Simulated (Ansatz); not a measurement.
The parent structure is FePt (space group P4/mmm, No. 123; a = 2.731 Å, c = 3.763 Å; ferromagnetic; relaxed with 0.1 eV smearing). Axes: x, y, z lie along a, b, c of the conventional cell.

Method: PBE in Ansatz (plane waves to 420 eV, PAW, no SOC).

Base values:

```
Item                   Value
-------------------  -------
Largest site moment  2.99 μB
```

The change: tensile biaxial strain of 1.63 % in the plane normal to [001], as in epitaxy on a mismatched substrate; the out-of-plane cell vector and the atoms relax.

**Question.** Estimate the effect on the out-of-plane strain and largest site moment.

**Answer.** The out-of-plane strain comes out as -1.71 %; the largest site moment rises by 0.05 μB (2.99 μB → 3.04 μB).

Other magnetic orders, which the real material may have, were not ruled out. No phonon test of stability was made.

Ansatz is an electronic-structure program.
